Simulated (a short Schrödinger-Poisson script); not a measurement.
## MOS inversion layer, HfO2 on p-type Si(100)

System: MOS inversion layer, HfO2 on p-type Si(100), at 300 K.

```tsv
layer	material	thickness (nm)	Na (cm⁻³)
1	HfO2	6.1	-
2	Si	650	4.4e17
```

Constants are typed, rounded textbook-type inputs, not results; the design itself was drawn at random and stands for no fabricated device. HfO2: permittivity 22, conduction-band edge (eV) 1.55, gap (eV) 5.7, electron mass (mₑ) 0.2. Si: permittivity 11.7, conduction-band edge (eV) 0, gap (eV) 1.124, Nv at 300 K (cm⁻³) 3.1e19.

Channel valleys (confinement mass, in-plane density-of-states mass, number): Δ2 0.916, 0.19, 2; Δ4 0.19, 0.417, 4. At the gate the conduction-band edge of layer 1 lies 1.8 eV − eVg above the Fermi level of the channel; the field vanishes at the back. Gaps are held at their typed values at every temperature. Mesh 0.03 nm at interfaces.

Solved with a short Schrödinger-Poisson script written for these runs: 1D Poisson equation in equilibrium, electrons quantum, Hartree (BenDaniel-Duke, 12 states a valley, the channel's in-plane mass for all, wave functions ending at the dielectric), parabolic valleys, classical holes, full ionisation, no traps, pinning or gate leakage.

| Vg (V) | electrons (cm⁻²) | C (μF/cm²) | Δ2 E0 (meV) | Δ2 E1 (meV) | Δ4 E0 (meV) | Δ4 E1 (meV) |
|---|---|---|---|---|---|---|
| 0.05 | 3.25e6 | 0.215 | 377.4 | 434.1 | 429.7 | 522.4 |
| 0.15 | 1.01e8 | 0.203 | 287.4 | 346.8 | 342.2 | 439.6 |
| 0.25 | 3.22e9 | 0.208 | 197.0 | 258.9 | 254.1 | 355.8 |
| 0.35 | 8.57e10 | 0.545 | 111.1 | 175.7 | 170.7 | 276.3 |
| 0.45 | 6.62e11 | 1.46 | 55.9 | 124.7 | 119.8 | 228.9 |
| 0.55 | 1.70e12 | 1.87 | 28.1 | 102.3 | 97.7 | 209.7 |
| 0.65 | 2.91e12 | 2.05 | 10.2 | 89.9 | 85.5 | 199.9 |
| 0.75 | 4.22e12 | 2.15 | -3.6 | 81.6 | 77.4 | 193.9 |
| 0.85 | 5.58e12 | 2.22 | -15.1 | 75.3 | 71.3 | 189.7 |
| 0.95 | 6.98e12 | 2.27 | -25.4 | 70.1 | 66.4 | 186.5 |
| 1.05 | 8.41e12 | 2.31 | -34.9 | 65.7 | 62.1 | 183.9 |

Subbands count from the Fermi level.
